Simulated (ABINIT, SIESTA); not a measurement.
A SIESTA input for a self-consistent single point of LiBe (P2_1/m, 4 atoms in the cell) (DFT, LDA PW92, numerical atomic orbitals DZP, PseudoDojo LDA standard norm-conserving potentials (rewritten from UPF to PSML)):

```
# files in the folder: Li.psml Be.psml (PseudoDojo LDA standard)
SystemName  LiBe
SystemLabel libe

NumberOfAtoms                4
NumberOfSpecies              2
%block ChemicalSpeciesLabel
  1 3 Li
  2 4 Be
%endblock ChemicalSpeciesLabel
LatticeConstant              1.0 Ang
%block LatticeVectors
     2.295990000    0.000000000    0.000000000
     0.000000000    3.612770000    0.000000000
    -0.401744000    0.000000000    5.513523000
%endblock LatticeVectors
AtomicCoordinatesFormat      Fractional
%block AtomicCoordinatesAndAtomicSpecies
     0.736850000    0.250000000    0.154860000  1
     0.263150000    0.750000000    0.845140000  1
     0.756420000    0.250000000    0.576170000  2
     0.243580000    0.750000000    0.423830000  2
%endblock AtomicCoordinatesAndAtomicSpecies

XC.functional                LDA
XC.authors                   PW92
PAO.BasisSize                DZP
PAO.EnergyShift              0.005 Ry
PAO.Polarization.NonPerturbative true
MeshCutoff                   300 Ry
%block kgrid.MonkhorstPack
   11   0   0  0.0
    0   7   0  0.0
    0   0   5  0.0
%endblock kgrid.MonkhorstPack
OccupationFunction           MP
OccupationMPOrder            0
ElectronicTemperature        0.272 eV

MaxSCFIterations             150
SCF.Mixer.Method             Pulay
SCF.Mixer.Weight             0.25
SCF.Mixer.History            8
SCF.DM.Tolerance             1.0E-05
Diag.ParallelOverK           true
WriteForces                  true
```

Problem. Write the same calculation as an input for ABINIT.

Solution. This is the input that was run; spellings and numerical settings could be chosen otherwise.

```
# LiBe, PseudoDojo nc-sr-04 LDA standard
pp_dirpath "./"
pseudos "Li.upf, Be.upf"
acell 4.3387922849 6.8271458513 10.4466709637
rprim
         1.0000000000    0.0000000000    0.0000000000
         0.0000000000    1.0000000000    0.0000000000
        -0.0726725418    0.0000000000    0.9973558551
natom 4
ntypat 2
znucl 3 4
typat 1 1 2 2
xcart
         3.0794715307    1.7067864628    1.6134938432
         0.5001346220    5.1203593884    8.8055546086
         2.8445289863    1.7067864628    6.0031431465
         0.7350771663    5.1203593884    4.4159053053
ecut 44 Ha
occopt 7
tsmear 0.272 eV
nband 12
kptopt 1
ngkpt 11 7 5
nshiftk 1
shiftk 0 0 0
nstep 50
tolvrs 1.0e-11
prtwf 0
prtden 0
prtvol 1
enunit 1
```

Basis settings and potentials, where a program has them, do not carry over. This input uses DFT, LDA (PW92), plane waves, norm-conserving pseudopotentials (PseudoDojo nc-sr-04 LDA standard). LDA parametrisations can differ slightly between programs.

The starting cell comes from a database of computed structures (which also holds hypothetical and non-ambient phases and stackings), without a prior relaxation at this level.
